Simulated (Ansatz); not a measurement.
Polymorphs of RbBr, PBEsol with spin-orbit coupling, rigid bands (Ansatz, a quantum-chemistry and plane-wave program); geometry: cell and atoms relaxed with PBEsol.
- Pm-3m, primitive cell of 2: a = b = c = 4.073 Å, α = β = γ = 90.00°
- Fm-3m, primitive cell of 2: a = b = c = 4.839 Å, α = β = γ = 60.00°

```
Space group  volume per atom (Å³)    band gap  electron conductivity mass  hole conductivity mass  Seebeck coefficient, n-type 1e19 cm⁻³
-----------  --------------------  ----------  --------------------------  ----------------------  -------------------------------------
Pm-3m                        33.8  (withheld)                  (withheld)                 1.54 mₑ                              -159 μV/K
Fm-3m                        40.1     4.06 eV                     0.37 mₑ                  2.6 mₑ                              -178 μV/K
```

Problem. Some entries are withheld; supply them.

Solution. 
- Pm-3m, band gap: 4.00 eV
- Pm-3m, electron conductivity mass: 0.31 mₑ

Masses are for dilute carriers at 300 K, harmonic means over directions unless an axis is named. Seebeck coefficients are for the stated density at 300 K, with one relaxation time for all states and whether or not that doping can be reached.

Formula and space group known from diffraction (Crystallography Open Database), not checked to be the room-temperature form: RbBr (Fm-3m). Computed structure with no diffraction record at hand here (it may be known, metastable or hypothetical): RbBr (Pm-3m).
